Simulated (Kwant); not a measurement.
System: wire with a side stub in a GaN two-dimensional gas. Effective mass 0.22 mₑ, grid spacing 5 nm, hard walls, nominal width 150 nm (29 grid rows, so walls 150 nm apart), one parabolic valley, scattering region 450 nm long along x; energies count from the band bottom; Fermi energy swept from 6.0773e-05 to 0.00072167 eV. Closed stub on one side, 110 nm wide and 65 nm deep.

Constants are typed, rounded textbook-type inputs, not results; the design itself was drawn at random and stands for no fabricated device.

Kwant, effective-mass tight-binding model on a square grid, one spin, coherent transport at 0 K. Conductance is in e²/h.

Density of the scattering states that come in from the left lead, at energy = 0.00056061 eV, in bins, relative to the largest site value (x marks bins outside the device):

```
|xxxxxxxxxxxxxxxxx           xxxxxxxxxxxxxxxx|
|xxxxxxxxxxxxxxxxx     ...   xxxxxxxxxxxxxxxx|
|xxxxxxxxxxxxxxxxx   ...:::  xxxxxxxxxxxxxxxx|
|xxxxxxxxxxxxxxxxx  ....:-:. xxxxxxxxxxxxxxxx|
|xxxxxxxxxxxxxxxxx ... .:--. xxxxxxxxxxxxxxxx|
|xxxxxxxxxxxxxxxxx ::.  .-=: xxxxxxxxxxxxxxxx|
|                 .-=-. .-=-.                |
|    ..      ..   :=+=: .-+=:.               |
|..::--::...::-:..:+#*=::-++-:...............|
|:--=+++-:::=+*+-::+##*-:-=+==--:::----------|
|-==**#*+-:-+#%#=::=*#*=---=====--===========|
|===+***+=--+#%#+:.:=*+=-::---===============|
|---=====----+**+-..:==-:..::----------------|
|::-:::---:::-===-:.::-::...:::---:::::::::::|
|:::-:::::-::::---:::::::::::::::::::::::::::|
|::-==-:::----::---------::------::::::::::::|
|.:=*#+-::-+++=---=====----------------------|
|.:+%@#=::=*%#*=--==+++===================---|
|.:+@@%+::=*%%#+---=+++==----============----|
|.:=*#*=:.-+*#*=:::------:::::---------------|
| .:-=-:. .:---:.....::......................|
|                                            |
```
Scale: ten equal steps from 0.001 (start of ' ') to 0.964 (end of '@'), in the order ' .:-=+*#%@'; x runs from -215 to 215, y from -65.3 (bottom) to 130 (top).

The conductance there is 1.79 e²/h with 2 open channel(s) in the leads.
